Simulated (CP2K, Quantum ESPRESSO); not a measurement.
A CP2K input for a self-consistent single point of C₃N₄ (P1, 7 atoms in the cell) (DFT PBEsol, GPW, DZVP-MOLOPT-SR-GTH basis, GTH-PBE potentials (GTH_POTENTIALS)):

```
&GLOBAL
  PROJECT calc
  RUN_TYPE ENERGY_FORCE
  PRINT_LEVEL LOW
&END GLOBAL
&FORCE_EVAL
  METHOD Quickstep
  STRESS_TENSOR ANALYTICAL
  &DFT
    BASIS_SET_FILE_NAME BASIS_MOLOPT
    POTENTIAL_FILE_NAME GTH_POTENTIALS
    &QS
      METHOD GPW
      EPS_DEFAULT 1E-10
    &END QS
    &MGRID
      CUTOFF 400
      REL_CUTOFF 50
      NGRIDS 4
    &END MGRID
    &SCF
      SCF_GUESS ATOMIC
      EPS_SCF 1E-6
      MAX_SCF 100
      ADDED_MOS 6
      &DIAGONALIZATION
        ALGORITHM STANDARD
      &END DIAGONALIZATION
      &MIXING
        METHOD BROYDEN_MIXING
        ALPHA 0.4
        NBUFFER 12
        BETA 1
      &END MIXING
    &END SCF
    &KPOINTS
      SCHEME MONKHORST-PACK 10 10 10
      GAMMA_CENTERED T
    &END KPOINTS
    &XC
      &XC_FUNCTIONAL
        &PBE
          PARAMETRIZATION PBESOL
        &END PBE
      &END XC_FUNCTIONAL
    &END XC
    &PRINT
      &MO
        EIGENVALUES T
        OCCUPATION_NUMBERS T
        NDIGITS 8
        FILENAME mo
        &EACH
          QS_SCF 0
        &END EACH
        ADD_LAST NUMERIC
      &END MO
      &MULLIKEN OFF
      &END MULLIKEN
    &END PRINT
  &END DFT
  &SUBSYS
    &CELL
      ABC 3.45676000 3.45676000 3.45676000
      ALPHA_BETA_GAMMA 90.00000000 90.00000000 90.00000000
      PERIODIC XYZ
    &END CELL
    &COORD
      C        0.02520324     0.00011407     1.69742471
      C        1.67907278     0.03512760     0.04234531
      C        0.00938510     1.66968422    -0.02144228
      N        0.90180992     0.80208931     2.57464324
      N        0.85391305     2.60606519     0.87201610
      N        2.59305049     2.64172858     2.60769678
      N        2.57946542     0.88709103     0.86921613
    &END COORD
    &KIND C
      BASIS_SET DZVP-MOLOPT-SR-GTH
      POTENTIAL GTH-PBE-q4
    &END KIND
    &KIND N
      BASIS_SET DZVP-MOLOPT-SR-GTH
      POTENTIAL GTH-PBE-q5
    &END KIND
  &END SUBSYS
  &PRINT
    &FORCES ON
    &END FORCES
    &STRESS_TENSOR ON
    &END STRESS_TENSOR
  &END PRINT
&END FORCE_EVAL
```

Translate this input to Quantum ESPRESSO.

This is the input that was run; spellings and numerical settings could be chosen otherwise.

```fortran
&control
   calculation = 'scf',
   prefix = 'C3N4',
   outdir = './tmp/',
   pseudo_dir = './',
   verbosity = 'high',
   tprnfor = .true.,
   tstress = .true.,
/
&system
   ibrav = 0,
   nat = 7,
   ntyp = 2,
   ecutwfc = 40,
   ecutrho = 200,
   occupations = 'fixed',
   nbnd = 24,
/
&electrons
   conv_thr = 1e-10,
/
ATOMIC_SPECIES
C     12.0110  c_pbesol_v1.2.uspp.F.UPF
N     14.0070  n_pbesol_v1.2.uspp.F.UPF
ATOMIC_POSITIONS angstrom
C     0.025203237    0.000114073    1.697424714
C     1.679072775    0.035127595    0.042345310
C     0.009385103    1.669684215   -0.021442282
N     0.901809919    0.802089307    2.574643243
N     0.853913053    2.606065191    0.872016105
N     2.593050490    2.641728584    2.607696782
N     2.579465423    0.887091035    0.869216129
K_POINTS automatic
10 10 10  0 0 0
CELL_PARAMETERS angstrom
   3.456760000     0.000000000     0.000000000
   0.000000000     3.456760000     0.000000000
   0.000000000     0.000000000     3.456760000
```

Basis, cutoffs, solver keys and any potentials are the target program's own. This input uses DFT, PBEsol, plane waves, GBRV 1.5 ultrasoft (PBESOL) pseudopotentials.

The starting cell comes from a database of computed structures (which also holds hypothetical and non-ambient phases and stackings), without a prior relaxation at this level. For this run, on top of that: atoms moved at random.
